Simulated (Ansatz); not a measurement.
F interstitial (bcc W host)

Calculation: PBE, PAW (plane waves to 420 eV; Ansatz, a quantum-chemistry and plane-wave program). Set-up: 54-site cell; 4×4×4 shifted k-points; start: void with 4W nearest; no spin–orbit coupling; finite-size errors of tenths of an eV; the relaxation kept the symmetry of the starting site.

Neighbours after relaxation, in Å: of the F atom: W 2.03, W 2.03, W 2.03, W 2.03.

Formation energies E_f are those of the neutral cell. Chemical conditions: impurity bounded by its compound with the host (Δμ(F) = -3.18 eV, bounded by WF6 (Pnma); only phases computed here count, gases as isolated molecules at 0 K). Reference phases: F: F2 molecule in a box.

The name describes the start; the neighbours show where the added atom ended.

| charge | moment (μB) | point group | largest move off a lattice site (Å) | E_f, impurity bounded by its compound with the host (eV) |
|---|---|---|---|---|
| 0 | not spin-polarised | D2d | 0.25 | 6.12 |

Point groups are those of the whole cell at tolerances of 0.03 and 0.1 Å ("near" where only the looser one holds); none is given for unsettled states.

No other site or start that was run ended lower by more than 0.1 eV.
